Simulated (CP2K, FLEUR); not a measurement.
A CP2K input for a self-consistent single point of ZrZn (Pm-3m, 2 atoms in the cell) (DFT PBEsol, GPW, DZVP-MOLOPT-SR-GTH basis, GTH-PBE potentials (GTH_POTENTIALS)):

```
&GLOBAL
  PROJECT calc
  RUN_TYPE ENERGY_FORCE
  PRINT_LEVEL LOW
&END GLOBAL
&FORCE_EVAL
  METHOD Quickstep
  STRESS_TENSOR ANALYTICAL
  &DFT
    BASIS_SET_FILE_NAME BASIS_MOLOPT
    POTENTIAL_FILE_NAME GTH_POTENTIALS
    &QS
      METHOD GPW
      EPS_DEFAULT 1E-11
    &END QS
    &MGRID
      CUTOFF 600
      REL_CUTOFF 50
      NGRIDS 5
    &END MGRID
    &SCF
      SCF_GUESS ATOMIC
      EPS_SCF 1E-7
      MAX_SCF 100
      ADDED_MOS 5
      &DIAGONALIZATION
        ALGORITHM STANDARD
      &END DIAGONALIZATION
      &MIXING
        METHOD BROYDEN_MIXING
        ALPHA 0.2
        NBUFFER 12
        BETA 1
      &END MIXING
      &SMEAR ON
        METHOD FERMI_DIRAC
        ELECTRONIC_TEMPERATURE [K] 1160.45
      &END SMEAR
    &END SCF
    &KPOINTS
      SCHEME MONKHORST-PACK 7 7 7
    &END KPOINTS
    &XC
      &XC_FUNCTIONAL
        &PBE
          PARAMETRIZATION PBESOL
        &END PBE
      &END XC_FUNCTIONAL
    &END XC
    &PRINT
      &MO
        EIGENVALUES T
        OCCUPATION_NUMBERS T
        NDIGITS 8
        FILENAME mo
        &EACH
          QS_SCF 0
        &END EACH
        ADD_LAST NUMERIC
      &END MO
      &MULLIKEN OFF
      &END MULLIKEN
    &END PRINT
  &END DFT
  &SUBSYS
    &CELL
      A 3.19528000 0.00000000 0.00000000
      B 0.00000000 3.19528000 0.00000000
      C 0.00000000 0.00000000 3.19528000
      PERIODIC XYZ
    &END CELL
    &COORD
      SCALED
      Zr       0.50000000     0.50000000     0.50000000
      Zn       0.00000000     0.00000000     0.00000000
    &END COORD
    &KIND Zr
      BASIS_SET DZVP-MOLOPT-SR-GTH-q12
      POTENTIAL GTH-PBE-q12
    &END KIND
    &KIND Zn
      BASIS_SET DZVP-MOLOPT-SR-GTH-q12
      POTENTIAL GTH-PBE-q12
    &END KIND
  &END SUBSYS
  &PRINT
    &FORCES ON
    &END FORCES
    &STRESS_TENSOR ON
    &END STRESS_TENSOR
  &END PRINT
&END FORCE_EVAL
```

Question: Translate this input to FLEUR.

Answer: One input that does it (others would too):

Input of the input generator:

```
ZrZn FLAPW
&input film=f /
6.0382040915 0.0000000000 0.0000000000
0.0000000000 6.0382040915 0.0000000000
0.0000000000 0.0000000000 6.0382040915
1.0
1.0 1.0 1.0

2
40 0.5000000000 0.5000000000 0.5000000000
30 0.0000000000 0.0000000000 0.0000000000

&comp jspins=1 /
&exco xctyp='PBEs' /
&kpt div1=7 div2=7 div3=7 /
&end /
```

```xml
<?xml version="1.0" encoding="UTF-8" standalone="no"?>
<fleurInput fleurInputVersion="0.39">
   <comment>
      ZrZn FLAPW                                                                                          
   </comment>
   <calculationSetup>
      <cutoffs Kmax="4.0" Gmax="20.0" GmaxXC="20.0" numbands="0"/>
      <scfLoop itmax="60" minDistance="0.00001" maxIterBroyd="40" imix="Anderson" alpha="0.05" precondParam="0.0" spinf="2.0"/>
      <coreElectrons ctail="T" frcor="F" kcrel="0" coretail_lmax="0"/>
      <xcFunctional name="PBEs" relativisticCorrections="F"/>
      <magnetism jspins="1"/>
      <soc l_soc="F" theta="0.0" phi="0.0" spav="F"/>
      <expertModes spex="0" secvar="F"/>
      <geometryOptimization l_f="T" forcealpha="1.0" forcemix="BFGS" epsdisp="0.00001" epsforce="0.00001"/>
      <ldaU l_linMix="F" mixParam="0.05" spinf="1.0"/>
   </calculationSetup>
   <cell>
      <bzIntegration valenceElectrons="32.0" mode="hist" fermiSmearingEnergy="0.00367493">
         <kPointListSelection listName="default-1"/>
         <!-- k-points included here -->
         <xi:include xmlns:xi="http://www.w3.org/2001/XInclude" href="kpts.xml"> </xi:include>
      </bzIntegration>
      <!-- symmetry operations included here -->
      <xi:include xmlns:xi="http://www.w3.org/2001/XInclude" href="sym.xml"> </xi:include>
      <bulkLattice scale="1.0">
         <bravaisMatrix>
            <row-1>    6.0382040914999999     0.0000000000000000     0.0000000000000000</row-1>
            <row-2>    0.0000000000000000     6.0382040914999999     0.0000000000000000</row-2>
            <row-3>    0.0000000000000000     0.0000000000000000     6.0382040914999999</row-3>
         </bravaisMatrix>
      </bulkLattice>
   </cell>
   <atomSpecies>
      <species name="Zirconium (Zr)" element="Zr" atomicNumber="40">
         <mtSphere radius="2.66" gridPoints="879" logIncrement="0.015"/>
         <atomicCutoffs lmax="7" lnonsphr="5"/>
         <electronConfig flipSpins="F">
            <coreConfig>(1s1/2) (2s1/2) (2p1/2) (2p3/2) (3s1/2) (3p1/2) (3p3/2) (3d3/2) (3d5/2)</coreConfig>
            <valenceConfig>(4s1/2) (4p1/2) (4p3/2) (5s1/2) (4d3/2) (4d5/2)</valenceConfig>
            <stateOccupation state="(4d3/2)" spinUp="0.4" spinDown="0.4"/>
            <stateOccupation state="(4d5/2)" spinUp="0.6" spinDown="0.6"/>
         </electronConfig>
         <energyParameters s="5" p="5" d="4" f="4"/>
         <lo type="SCLO" l="0" n="4" eDeriv="0"/>
         <lo type="SCLO" l="1" n="4" eDeriv="0"/>
         <lo type="SCLO" l="1" n="4" eDeriv="1"/>
         <lo type="SCLO" l="2" n="4" eDeriv="2"/>
         <lo type="SCLO" l="3" n="4" eDeriv="2"/>
      </species>
      <species name="Zinc (Zn)" element="Zn" atomicNumber="30">
         <mtSphere radius="2.27" gridPoints="751" logIncrement="0.016"/>
         <atomicCutoffs lmax="6" lnonsphr="4"/>
         <electronConfig flipSpins="F">
            <coreConfig>(1s1/2) (2s1/2) (2p1/2) (2p3/2)</coreConfig>
            <valenceConfig>(3s1/2) (3p1/2) (3p3/2) (4s1/2) (3d3/2) (3d5/2)</valenceConfig>
         </electronConfig>
         <energyParameters s="4" p="4" d="3" f="4"/>
         <lo type="SCLO" l="0" n="3" eDeriv="0"/>
         <lo type="SCLO" l="1" n="3" eDeriv="0"/>
         <lo type="SCLO" l="1" n="3" eDeriv="1"/>
         <lo type="HELO" l="2" n="4" eDeriv="0"/>
         <lo type="HELO" l="2" n="4" eDeriv="1"/>
         <lo type="SCLO" l="3" n="4" eDeriv="2"/>
      </species>
   </atomSpecies>
   <atomGroups>
      <atomGroup species="Zirconium (Zr)">
         <relPos label="                   1">1.000/2.000 1.000/2.000 1.000/2.000</relPos>
         <force calculate="T" relaxXYZ="TTT"/>
      </atomGroup>
      <atomGroup species="Zinc (Zn)">
         <relPos label="                   2">.0000000000 .0000000000 .0000000000</relPos>
         <force calculate="T" relaxXYZ="TTT"/>
      </atomGroup>
   </atomGroups>
   <output dos="F" band="F" slice="F">
      <checks vchk="F" cdinf="F"/>
      <bandDOS minEnergy="-.5*Htr" maxEnergy="0.5*Htr" sigma="0.015" storeEVData="T"/>
      <vacuumDOS vacdos="F" integ="F" star="F" nstars="0" locx1="0.0" locy1="0.0" locx2="0.0" locy2="0.0" nstm="0" tworkf="0.0"/>
      <unfoldingBand unfoldBand="F" supercellX="1" supercellY="1" supercellZ="1"/>
      <plotting iplot="0" polar="F">
         <plot TwoD="T" vec1="  1.0  0.0  0.0" vec2="  0.0  1.0  0.0" vec3="  0.0  0.0  1.0" zero="  0.0  0.0  0.0" file="plot"/>
      </plotting>
      <chargeDensitySlicing numkpt="0" minEigenval="0.0" maxEigenval="0.0" nnne="0" pallst="F"/>
      <specialOutput eonly="F"/>
      <magneticCircularDichroism mcd="F" energyLo="-10.0" energyUp="0.0"/>
   </output>
  <!-- We include the file relax.xml here to enable relaxations (see documentation) -->
  <xi:include xmlns:xi="http://www.w3.org/2001/XInclude" href="relax.xml"> <xi:fallback/> </xi:include>
</fleurInput>
```

Basis settings and potentials, where a program has them, do not carry over. This input uses DFT, PBEsol, all-electron FLAPW (FLEUR), scalar-relativistic valence.

The starting cell comes from a database of computed structures (which also holds hypothetical and non-ambient phases and stackings), without a prior relaxation at this level. Its lattice was rescaled by a random factor within 2.5 % of one. For this run, on top of that: lattice scaled by 0.98.
